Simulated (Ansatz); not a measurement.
An Ansatz (a first-principles code) run: C with a change (biaxial strain +4.12 %, plane normal [001], relaxed out of plane); PBEsol-D3(BJ) in Ansatz (plane waves to 420 eV, PAW, no SOC).

Input:

Ansatz 0.2 input:
```yaml
crystal:
  lattice:
    - [2.559560025, 0, 0]
    - [1.2797800125, 2.2166440042, 0]
    - [0, 0, 6.4282746067]
  atoms:
    - { symbol: C, position: [0, 0, 0.25] }
    - { symbol: C, position: [0, 0, 0.75] }
    - { symbol: C, position: [0.3333333333, 0.3333333333, 0.25] }
    - { symbol: C, position: [0.6666666667, 0.6666666667, 0.75] }
basis: { ecutwfc: 420, ecutrho_ratio: 4, xc_grid: 2, fft_grid_basis: typed }
kpoints: { mp_grid: { grid: [15, 15, 5] } }
hamiltonian:
  xc: pbesol
  dispersion: d3bj
  pseudopotentials: { kind: paw }
scf: { occupations: { method: fermi_dirac, width: 0.05 } }
relax: { f_tol: 0.005, max_steps: 50, cell: { stress_tol: 0.01, fix: [a, b, gamma] } }
output: { forces: true, stress: true }
checkpoint: { write: state.ck, write_every: 1000 }
```

Output (explanatory and most iteration lines left out):

```
Relaxation: its limit of steps is 50 (relax.max_steps)
Pseudopotential: C, paw, valence charge 4
Crystal: 4 atoms, lattice volume = 36.472 Å³
Basis set: ecut = 420 eV, 735 PW (Γ), exchange–correlation on 36×36×90 points (8 copies of the dense FFT grid, shifted against one another)
Bands: 12, of which v1, the nominal top of the filled ones, is band 8 counted from 1 (7 counted from 0)
Symmetry: 24 space group operations
Space group: P63/mmc (ITA 194), of the structure as read, at distance tolerance 3.3e-5 Å
k-points: 81 of 1125
Functional: x = pbesol(κ = 0.804, μ = 0.12345679012345678), c = pbesol(β = 0.046)
SCF iter   1: F=—  HF=-986.753750 eV  |F-HF|=—  |Δ(HF+E_count)|=         —  Δρ=4.59e-3  dr2=5.92e-3  ethr=1.77e-3  ⟨swp⟩=4.6  Hψ=5135  notcnv=0
SCF iter   2: F=—  HF=-986.753712 eV  |F-HF|=—  |Δ(HF+E_count)|=   3.84e-5  Δρ=2.66e-3  dr2=2.19e-3  ethr=3.70e-5  ⟨swp⟩=1.9  Hψ=1938  notcnv=0
SCF 1 converged in 6 iterations: F = -986.753755 eV  dr2 = 1.17e-8
relax step   1: F+E_penalty+E_count = -986.75375492 eV  Δ(F+E_penalty+E_count) = +0.000e0 eV  max|allowed force component| = 4.811e-16 eV/Å  Δτ_max = 0.0000 Å  P = -30.276 GPa  Ω = 36.472 Å³  fix = [a, b, gamma]  reactions: a -45.953, b -45.953 GPa  (6 SCF iters, dr2 threshold 1.00e-7 eV, accepted)
[... steps on the carried basis left out ...]
relax step  10: F+E_penalty+E_count = -986.75700264 eV  Δ(F+E_penalty+E_count) = +3.546e-5 eV  max|allowed force component| = 6.476e-16 eV/Å  Δτ_max = 0.0000 Å  P = -29.719 GPa  Ω = 37.510 Å³  energy of the carried Pulay correction = -3.580e-5 eV  fix = [a, b, gamma]  reactions: a -44.579, b -44.579 GPa  (8 SCF iters, dr2 threshold 2.85e-10 eV, accepted)
Crystal: 4 atoms, lattice volume = 37.510 Å³
SCF iter   1: F=—  HF=-986.757028 eV  |F-HF|=—  |Δ(HF+E_count)|=         —  Δρ=2.03e-6  dr2=3.09e-10  ethr=2.45e-7  ⟨swp⟩=3.1  Hψ=7787  notcnv=0
SCF iter   2: F=—  HF=-986.757035 eV  |F-HF|=—  |Δ(HF+E_count)|=   6.69e-6  Δρ=8.74e-7  dr2=4.68e-11  ethr=1.93e-12  ⟨swp⟩=4.0  Hψ=2545  notcnv=0
SCF 11 converged in 8 iterations: F = -986.757035 eV  dr2 = 2.67e-17
SCF converged after 8 iterations
Free energy (F): -986.757035 eV
Internal energy: -986.755794 eV  (E = F + TS)
E sigma→0 (E₀):  -986.756414 eV
Entropy (-TS):   -0.001242 eV (-0.310 meV/atom)
Fermi energy:    6.219293 eV
  E_disp       = -0.431112  (pairwise vdW)
--- Forces (eV/Å), atoms counted from 1 ---
  atom   1  C      0.00000000     0.00000000    -0.00000000
  atom   2  C     -0.00000000    -0.00000000     0.00000000
  atom   3  C     -0.00000000    -0.00000000     0.00000000
  atom   4  C      0.00000000     0.00000000    -0.00000000
--- Stress (GPa, compression-positive) ---
      -44.579069      -0.000000       0.000000
       -0.000000     -44.579069       0.000000
        0.000000       0.000000       0.001638
  P = ⅓ Tr σ = -29.7188 GPa (-297.188 kbar)
--- Relaxed structure (7 steps of the walk, 7 accepted, 4 SCFs on fresh bases) ---
  cell:  # Å, volume = 37.5103 Å³
    - [2.55956002502244, -3.350988203109736e-97, -1.348798834530417e-18]
    - [1.27978001251122, 2.216644004180566, -6.743994172652026e-19]
    - [-3.3874764462624467e-18, 1.6923908299530676e-32, 6.6113446586333655]
  atoms:
    - { symbol: C, position: [1.1310023598414043e-31, -2.06206938329223e-31, 0.25] }
    - { symbol: C, position: [-1.0515577496354308e-31, 2.0713371108575887e-31, 0.75] }
    - { symbol: C, position: [0.33333333333333326, 0.33333333333333337, 0.25] }
    - { symbol: C, position: [0.6666666666666665, 0.6666666666666667, 0.75] }
```

The mesh was chosen for an insulator and is coarse for the gapless case. No phonon test of stability was made. The cell was made from C in the graphite type structure (space group P6_3/mmc, No. 194; layered, stacked along the Cartesian z axis) by this change: biaxial strain +4.12 %, plane normal [001], relaxed out of plane.
